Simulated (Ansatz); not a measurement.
The reference is CdSe in the wurtzite structure (space group P6_3mc, No. 186; a = 4.383 Å, c = 7.154 Å). Axes: x lies along a and z along c of the hexagonal cell.

The values are results of PBE/PAW in Ansatz (a quantum-chemistry and plane-wave program), no spin-orbit coupling, not measurements.

Strains are applied to the cell and any free atomic positions relax.

One change was made to it. Results:

| quantity | base | after |
|---|---|---|
| energy relative to the base (free energy F) | 0 meV/atom | +1.0 meV/atom |
| pressure (mean of the normal stresses, compression positive) | 0.0 kbar | 5.6 kbar |
| shortest interatomic distance | 2.682 Å | 2.673 Å |

Task: Which change produced these results?
(A) uniaxial strain ε_zz = −1.20 %
(B) uniaxial strain ε_zz = −1.80 %
(C) uniaxial strain ε_zz = −2.40 %
(D) uniaxial strain ε_zz = −3.00 %

Result: A, uniaxial strain ε_zz = −1.20 %. For comparison, the energy relative to the base in the other runs: uniaxial strain ε_zz = −1.80 % gives +2.3 meV/atom; uniaxial strain ε_zz = −2.40 % gives +4.0 meV/atom; uniaxial strain ε_zz = −3.00 % gives +6.3 meV/atom.

Whether these cells are dynamically stable was not tested.
